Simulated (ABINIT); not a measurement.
Input and output of a self-consistent single point for Ag (Fm-3m, 1 atom in the cell) (ABINIT).

Method: PBE, PAW (JTH v2.0 PBE PAW) (plane waves; ABINIT 10.0.3).

```
CELL_PARAMETERS angstrom
      0.00000     2.02140     2.02140
      2.02140     0.00000     2.02140
      2.02140     2.02140     0.00000
ATOMIC_POSITIONS crystal
  Ag 0.00000 0.00000 0.00000
```

Reference input (self-consistent single point, DFT, PBE, plane waves, PAW (JTH v2.0 PBE PAW)): pseudos = [Ag.GGA_PBE-JTH.xml]; ecut = 20 Ha; pawecutdg = 40 Ha; occopt = 7; tsmear = 0.2 eV; ngkpt = 14 14 14; nshiftk = 1; shiftk = 0 0 0; potentials = JTH v2.0 PBE PAW; nband = 11; kptopt = 1; nstep = 100. This run's input differs from it in these lines:

```diff
@@ -13,4 +13,4 @@
 xcart    0.0000000000    0.0000000000    0.0000000000
-ecut 20 Ha
-pawecutdg 40 Ha
+ecut 10 Ha
+pawecutdg 20 Ha
 occopt 7
```

The program printed (abridged):

```
--- !BeginCycle
solver: {iscf: 17, nstep: 100, nline: 4, wfoptalg: 10, }
tolerances: {toldfe: 1.00E-09, }
...

     iter   Etot(hartree)      deltaE(h)  residm     nres2
 ETOT  1  -38.156560428341    -3.816E+01 7.448E-01 2.451E+00
 ETOT  2  -38.216375337557    -5.981E-02 1.116E-02 4.903E-01
 ETOT  3  -38.212178773613     4.197E-03 1.785E-03 5.560E-03
 ETOT  4  -38.212147116641     3.166E-05 6.704E-04 2.046E-03
 ETOT  5  -38.212129246970     1.787E-05 3.152E-04 4.915E-05
 ETOT  6  -38.212129015607     2.314E-07 2.657E-04 1.137E-07
 ETOT  7  -38.212129015297     3.101E-10 9.930E-05 1.053E-08
 ETOT  8  -38.212129015319    -2.220E-11 9.855E-05 1.825E-10
 At SCF step    8, etot is converged :
  for the second time, diff in etot=  2.220E-11 < toldfe=  1.000E-09

 Cartesian components of stress tensor (hartree/bohr^3)
  sigma(1 1)=  3.21692160E-04  sigma(3 2)=  0.00000000E+00
  sigma(2 2)=  3.21692160E-04  sigma(3 1)=  0.00000000E+00
  sigma(3 3)=  3.21692160E-04  sigma(2 1)=  0.00000000E+00

 ----iterations are completed or convergence reached----

 reduced coordinates (array xred) for    1 atoms
       0.000000000000      0.000000000000      0.000000000000
 cartesian forces (eV/Angstrom) at end:
    1     -0.00000000000000    -0.00000000000000    -0.00000000000000
 frms,max,avg= 0.0000000E+00 0.0000000E+00   0.000E+00  0.000E+00  0.000E+00 e/A
 length scales=  1.000000000000  1.000000000000  1.000000000000 bohr
   [... lines left out ...]
 Fermi (or HOMO) energy (hartree) =   0.15021   Average Vxc (hartree)=  -0.45954
   [... lines left out ...]
'-kT*entropy'       : -1.91587883657249E-04
total_energy        : -3.82121278518838E+01
total_energy_eV     : -1.03980487908501E+03
...

-Cartesian components of stress tensor (GPa)         [Pressure= -9.4645E+00 GPa]
- sigma(1 1)=  9.46450852E+00  sigma(3 2)=  0.00000000E+00
- sigma(2 2)=  9.46450852E+00  sigma(3 1)=  0.00000000E+00
- sigma(3 3)=  9.46450852E+00  sigma(2 1)=  0.00000000E+00

 Calculation completed.
```

The run converged in 8 iterations. 

The starting cell comes from a database of computed structures (which also holds hypothetical and non-ambient phases and stackings), without a prior relaxation at this level. Its lattice was rescaled by a random factor within 2.5 % of one. At the lowered cutoff the pressure carries the error of an incomplete plane-wave basis.

These are the values that this program gave, and no reference: the one-centre exchange-correlation terms come from a truncated expansion.
